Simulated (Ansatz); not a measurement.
Base system: BaTiO$_{3}$ in the cubic perovskite structure (space group Pm-3m, No. 221; a = 3.9940 Å).

Computed with Kohn–Sham DFT with the r2SCAN functional, run in Ansatz (a quantum-chemistry and plane-wave program) with PAW and 500 eV plane waves, no spin-orbit coupling.

Before the change:

The smallest direct gap is 2.28 eV and the lattice parameter a is 3.994 Å.

Now apply this change: every Ti is replaced by Zr, then cell and atoms are relaxed.

Q: Estimate the effect on the smallest direct gap.

A: The smallest direct gap rises by 1.68 eV to 3.96 eV.

Q: What does the calculation give for the electron mass after the change?

A: The electron mass (degenerate bands, along [100]) is 0.36, 0.36, 2.8 mₑ (at Γ).

Q: How does this affect the lattice parameter a?

A: The lattice parameter a rises by 0.211 Å (3.994 Å → 4.205 Å).

Effective masses come from finite differences of ±0.01 Å⁻¹. Stability against distortions was not tested. The final runs are not spin-polarised. Many cubic perovskites are stable only at high temperature; tilts and polar distortions were not tested. This is not the structure that BaTiO3 has at room temperature and ambient pressure.
